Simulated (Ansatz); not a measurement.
C, pressure series

Start from C (space group I4/mmm, No. 139; a = 4.356 Å, c = 2.499 Å; a model cell, its experimental status unchecked).

Cell and atoms are relaxed at each pressure.

Calculations: PBEsol/PAW in Ansatz (a first-principles code), no SOC.

```
pressure (GPa)  volume per atom (Å³/atom)
--------------  -------------------------
0                                   5.928
0.3                                 5.924
0.7                                     ?
1.5                                 5.907
3                                   5.886
5                                   5.859
7.5                                 5.826
10                                  5.793
```

Task: Fit the third-order Birch–Murnaghan form P(V) = (3B₀/2)[(V₀/V)^(7/3) − (V₀/V)^(5/3)]·[1 + (3/4)(B₀′ − 4)((V₀/V)^(2/3) − 1)] (squares taken in P) to the rows shown and predict the withheld row.

Result: Least squares on the printed values gives V₀ = 5.928 Å³/atom, B₀ = 419 GPa, B₀′ = 3.1; this predicts 5.918 Å³/atom, and the run gives 5.918 Å³/atom, in agreement.

Load acts through the strain it causes; cell and atoms are relaxed under it. Stability against distortions was not tested. No other phases were tried under pressure. This is not the structure that C has at room temperature and ambient pressure.
